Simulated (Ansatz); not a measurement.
## β-phase Si3N4 (model structure): volume per atom by level of theory

No measured value is used here.

| level (code) | value (Å³/atom) |
|---|---|
| LDA (Ansatz) | 10.26 |
| PBE (Ansatz) | 10.63 |
| PBEsol (Ansatz) | 10.47 |
| r²SCAN (Ansatz) | 10.40 |

Ansatz's density-functional and Hartree–Fock values are scalar-relativistic unless marked +SOC, with PAW data made under PBE.

A model structure was made by putting elements into a prototype or built by hand; it is no filed structure, need not be a known phase, and can be a saddle point held by its symmetry.

Ansatz is a first-principles code.
